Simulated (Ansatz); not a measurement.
Terminations of the (111) surface of fcc Ag, measured from the surface 'clean 1x1'. Atoms come from or go to: Ag: fcc Ag, Al: fcc Al, Au: fcc Au, Si: silicon, W: bcc W. ΔE is the energy of forming the row's surface from that one (negative: more stable at these reservoirs); the vacuum level's shift is aligned on the shared bottom. No zero-point or thermal terms. These are constructed structures in small cells; real faces may alloy, dewet or reconstruct in larger ones, and not all known structures of the face are among them. Slabs of about 12 Å, Fermi-Dirac smearing of 0.1 eV. Bottom of the slabs: a bare face, its two planes held. Relaxed from the named starts with such symmetry as they have, on meshes of like density; energies extrapolated to zero smearing; spin only where a row says so; no spin-orbit coupling, no U. Brackets mark spin-polarised runs, whose order is one that fits the cell. A dash marks a value that is undefined for that row (no clear gap, or no work function of a gapped slab) or was not read reliably on its mesh.

Calculation: PBE (plane waves to 420 eV, PAW; Ansatz, a first-principles code).

```json
[
 {"surface": "a layer of Au in place of the second plane", "atoms added per 1x1": "-1 Ag, +1 Au", "ΔE per 1x1 (eV)": "-0.05", "shift of the vacuum level (eV)": "0.14", "work function (eV)": "4.58"},
 {"surface": "a pseudomorphic layer of Al in the other hollow", "atoms added per 1x1": "+1 Al", "ΔE per 1x1 (eV)": "___", "shift of the vacuum level (eV)": "-0.17", "work function (eV)": "4.26"},
 {"surface": "(√3x√3)R30° layer of Si, one a cell, on the site that continues the host's stacking", "atoms added per 1x1": "+0.333 Si", "ΔE per 1x1 (eV)": "___", "shift of the vacuum level (eV)": "0.26", "work function (eV)": "4.70"},
 {"surface": "one added row of Ag in 4", "atoms added per 1x1": "+0.25 Ag", "ΔE per 1x1 (eV)": "0.08", "shift of the vacuum level (eV)": "-0.25", "work function (eV)": "4.17"},
 {"surface": "a layer of W in place of the third plane", "atoms added per 1x1": "-1 Ag, +1 W", "ΔE per 1x1 (eV)": "___", "shift of the vacuum level (eV)": "-0.21", "work function (eV)": "4.18"}
]
```

Q: What belongs in the gaps?

A: 
- a pseudomorphic layer of Al in the other hollow, ΔE per 1x1 (eV): -0.01
- (√3x√3)R30° layer of Si, one a cell, on the site that continues the host's stacking, ΔE per 1x1 (eV): 0.43
- a layer of W in place of the third plane, ΔE per 1x1 (eV): 1.45
